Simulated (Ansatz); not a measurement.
Base system: InSb in the zinc blende structure (space group F-43m, No. 216; a = 6.557 Å).

All numbers come from DFT with r2SCAN, PAW potentials and a 500 eV plane-wave cutoff in Ansatz (a first-principles code), no SOC, earlier PAW set.

The change: cell and atoms relaxed at a pressure of 10 GPa.

Task: Predict the new electron mass.

Result: The electron mass is 0.054 mₑ (at Γ).

Task: What does the calculation give for the hole mass after the change?

Result: The hole mass (degenerate bands, along [100]) comes out as 0.053, 0.25, 0.25 mₑ (at Γ).

With Sb present, leaving out spin-orbit coupling can change the band edges. The levels and masses belong to the bands next to the band gap. Load acts through the strain it causes; cell and atoms are relaxed under it. Effective masses come from finite differences of ±0.01 Å⁻¹. No phonon test of stability was made. Tetrahedral semiconductors of this kind turn to denser phases somewhere between about 1 and 50 GPa; those were not computed, so compressed cells here can lie past the real transition. All final runs are without spin polarisation.
